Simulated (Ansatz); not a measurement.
Start from ZnO in the wurtzite structure (space group P6_3mc, No. 186).

```xyz
4
Lattice="3.2795 0.0000 0.0000 -1.6397 2.8401 0.0000 0.0000 0.0000 5.2937" Properties=species:S:1:pos:R:3 pbc="T T T"
Zn     0.0000     1.8934     0.0077
Zn     1.6397     0.9467     2.6546
O      0.0000     1.8934     2.0145
O      1.6397     0.9467     4.6613
```

Cartesian axes are those of the cell as printed.

Calculations: PBE (Ansatz, a quantum-chemistry and plane-wave program, PAW, no SOC).

Before the change:

- Width of the top valence band: 1.71 eV
- Band gap: 0.74 eV

Perturbation: biaxial strain −2.40 %, plane normal [001], relaxed out of plane (Cartesian); in-plane vectors clamped, the third vector and the atoms free.

**Question.** Estimate the effect on the out-of-plane strain, in-plane stress, width of the top valence band and band gap.

**Answer.** The out-of-plane strain amounts to +2.16 %; the mean in-plane stress (compression positive) is +5.2 GPa; the width of the top valence band increases by 0.055 eV to 1.76 eV; the band gap falls by 0.035 eV (0.74 eV → 0.71 eV).

Stability against distortions was not tested.
